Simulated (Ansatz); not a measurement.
The starting structures come from a database of crystals and need not be the phases stable at ambient conditions.

The decay constant κ of evanescent states in the gap governs leakage through a thin film.

```yaml
crystal:
  lattice:
    - [5.15394, 0.00000, 0.00000]
    - [-0.00282, 8.92741, 0.00000]
    - [-2.57659, 1.48846, 4.66257]
  atoms:
    - { symbol: Li, position: [0.55870, 0.14700, 0.11890] }
    - { symbol: Li, position: [0.05850, 0.64680, 0.11930] }
    - { symbol: Li, position: [0.80900, 0.39780, 0.61680] }
    - { symbol: Li, position: [0.31060, 0.89720, 0.61820] }
    - { symbol: Nb, position: [0.98260, 0.00580, 0.96530] }
    - { symbol: Nb, position: [0.48230, 0.50580, 0.96510] }
    - { symbol: Nb, position: [0.23250, 0.25570, 0.46530] }
    - { symbol: Nb, position: [0.73280, 0.75580, 0.46550] }
    - { symbol: O, position: [0.25610, 0.36460, 0.77590] }
    - { symbol: O, position: [0.21300, 0.05760, 0.77610] }
    - { symbol: O, position: [0.69510, 0.18950, 0.77600] }
    - { symbol: O, position: [0.81320, 0.30770, 0.27600] }
    - { symbol: O, position: [0.33110, 0.43940, 0.27610] }
    - { symbol: O, position: [0.75660, 0.86450, 0.77640] }
    - { symbol: O, position: [0.26990, 0.11460, 0.27620] }
    - { symbol: O, position: [0.71290, 0.55770, 0.77630] }
    - { symbol: O, position: [0.19520, 0.68950, 0.77600] }
    - { symbol: O, position: [0.31340, 0.80770, 0.27640] }
    - { symbol: O, position: [0.83110, 0.93940, 0.27600] }
    - { symbol: O, position: [0.76970, 0.61440, 0.27660] }
```

The cell is taken as given; by r2SCAN it stands under a pressure of -5.4 GPa.

Transport runs along the normal of the first two printed cell vectors.

No gap correction and no spin-orbit coupling; mid-gap is the computed energy nearest the middle.

Task: State the band gap and the smallest decay constant κ at mid-gap according to Ansatz (an electronic-structure program) with r2SCAN.

Result: Gap 3.84 eV on a 8×4×8 mesh; κ = 0.430 1/Å, at (-0.167, 0.250) of the in-plane reciprocal vectors. At the zone centre the slowest state has κ = 0.49 1/Å.
